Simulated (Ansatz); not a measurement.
Start from AlAs in the zinc blende structure (space group F-43m, No. 216; a = 5.674 Å).

Levels (all Ansatz, an electronic-structure program, PAW, earlier PAW set): PBEsol (420 eV, without spin-orbit coupling); HSE06 (420 eV, no spin-orbit coupling).

The geometry is relaxed with PBEsol.

| Quantity | Value |
|---|---|
| PBEsol band gap | 1.34 eV |

Q: Predict the band gap from HSE06.

A: The band gap grows by 0.75 eV, from 1.34 eV to 2.09 eV.

Single points use the geometry relaxed with PBEsol. HSE06 was sampled on its mesh, a few special points and the semilocal edge points, so its gap is an upper bound. Whether these cells are dynamically stable was not tested.
